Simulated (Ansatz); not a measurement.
Ta2Pt3Se8 (Pbam, No. 55, 26 atoms in the cell; start mp-4425), treated with LDA (PAW; Ansatz, a first-principles code).

Run with plane-wave cutoff 520 eV, 4×4×10 k mesh (along the axes of the cell as run), Fermi–Dirac smearing 0.01 eV, scalar-relativistic PAW data made under PBE.

Cell (relaxed with PBEsol):

Pt3Ta2Se8 is taken in the orthorhombic space group Pbam (No. 55), Pearson symbol oP26. Lattice parameters: a = 10.875 Å, b = 15.036 Å, c = 3.553 Å, α = β = γ = 90.00°. Ta on 4h has 6 Se at 2.571–2.619 Å (trigonal prismatic). Pt1 on 4g is surrounded by 5 Se at 2.470–2.580 Å (square pyramidal). Pt2 on 2a has 4 Se at 2.429–2.445 Å (square planar). Se1 on 4h sees 2 Pt at 2.470 Å and 1 Ta at 2.572 Å (trigonal pyramidal). Se2 on 4h is coordinated by 2 Pt at 2.470 Å and 1 Ta at 2.571 Å (trigonal pyramidal). Se3 on 4g has 1 Pt at 2.429 Å and 1 Pt at 2.580 Å and 2 Ta at 2.619 Å. Se4 on 4g is coordinated by 1 Pt at 2.445 Å and 2 Ta at 2.612 Å (trigonal pyramidal). (Neighbours: up to the widest gap in distance over summed covalent radii, below 1.35, at either atom; cation-cation and far metal-metal contacts left out.)

### Question
Estimate the band gap that the calculation returns.

### Answer

- band gap: 0.51 eV

Note: cell and atoms aren't relaxed at this level (largest force component 0.19 eV/Å, pressure -2.5 GPa).

Spin–orbit coupling is not included; with these elements it can move the gap by several tenths of an eV or more.

Static lattice: no zero-point or thermal effects.

A start named mp-… is a Materials Project structure, which need not be a measured phase.
